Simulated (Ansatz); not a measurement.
Take MgF2 in the rutile structure (space group P4_2/mnm, No. 136; a = 4.622 Å, c = 3.046 Å) as the base. Axes: x, y, z lie along a, b, c of the conventional cell.

Method: DFT with r2SCAN, PAW potentials and a 500 eV plane-wave cutoff in Ansatz (an electronic-structure program), scalar-relativistic without spin-orbit coupling.

Before the change:

Valence-band top at Γ: 0.00, -0.32, -0.32 eV
Band gap: 8.07 eV

Now apply this change: the cell is stretched by 3.00 % along z with no lateral relaxation; the atoms relax in the strained cell.

Estimate the effect on the valence-band top at Γ, energy relative to the base, band gap and stress.

The valence-band top at Γ (three highest levels, from the VBM) changes from 0.00, -0.32, -0.32 eV to 0.00, -0.28, -0.28 eV; the energy increases by 6.0 meV/atom; the band gap decreases by 0.25 eV, from 8.07 eV to 7.82 eV; the stress (xx, yy, zz, yz, xz, xy; compression positive) is (-1.82, -1.82, -5.76, 0.00, 0.00, 0.00) GPa.

Gaps are Kohn–Sham eigenvalue differences; semilocal functionals usually give less than the measured gap. Whether these cells are dynamically stable was not tested.
